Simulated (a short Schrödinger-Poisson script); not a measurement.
Stack: symmetric double-gate stack, Al2O3 on p-type Si(100), at 300 K.

```
layer  material  thickness (nm)  Na (cm⁻³)
-----  --------  --------------  ---------
1         Al2O3             6.2          -
2            Si               6       8e16
3         Al2O3             6.2          -
```

Constants are typed, rounded textbook-type inputs, not results; the design itself was drawn at random and stands for no fabricated device. Al2O3: permittivity 9, conduction-band edge (eV) 2.7, gap (eV) 6.8, electron mass (mₑ) 0.3. Si: permittivity 11.7, conduction-band edge (eV) 0, gap (eV) 1.124, Nv at 300 K (cm⁻³) 3.1e19.

Channel valleys (confinement mass, in-plane density-of-states mass, number): Δ2 0.916, 0.19, 2; Δ4 0.19, 0.417, 4. At the gates, both at one voltage, the conduction-band edge of layer 1 lies 2.92 eV − eVg above the Fermi level of the channel. Gaps are held at their typed values at every temperature. Mesh 0.03 nm at interfaces.

From a short Schrödinger-Poisson script (our own, NumPy): 1D Poisson equation in equilibrium, electrons quantum, Hartree (BenDaniel-Duke, 12 states a valley, the channel's in-plane mass for all, wave functions ending at the dielectric), parabolic valleys, classical holes, full ionisation, no traps, pinning or gate leakage.

The same stack at other levels of the model or other numerical settings:

```csv
run,sheet density of all electrons at Vg = 1.7 V (cm⁻²),sheet density of all electrons at Vg = 0.5 V (cm⁻²),capacitance of both gates at Vg = 1.7 V (μF/cm²),rough cost against the base
base,1.99e13,3.81e12,2.22,about 1
"electrons treated as classical, Boltzmann",?,4.56e12,?,0.07
"electrons treated as classical, Fermi-Dirac",?,4.51e12,2.39,0.2
mesh six times as coarse,1.99e13,3.82e12,2.22,0.4
```

What belongs in the gaps?


- electrons treated as classical, Fermi-Dirac, sheet density of all electrons at Vg = 1.7 V (cm⁻²): 2.20e13
- electrons treated as classical, Boltzmann, capacitance of both gates at Vg = 1.7 V (μF/cm²): 2.48
- electrons treated as classical, Boltzmann, sheet density of all electrons at Vg = 1.7 V (cm⁻²): 2.26e13

The classical rows ignore confinement, and Boltzmann statistics overrate the density once the band edge passes the Fermi level.
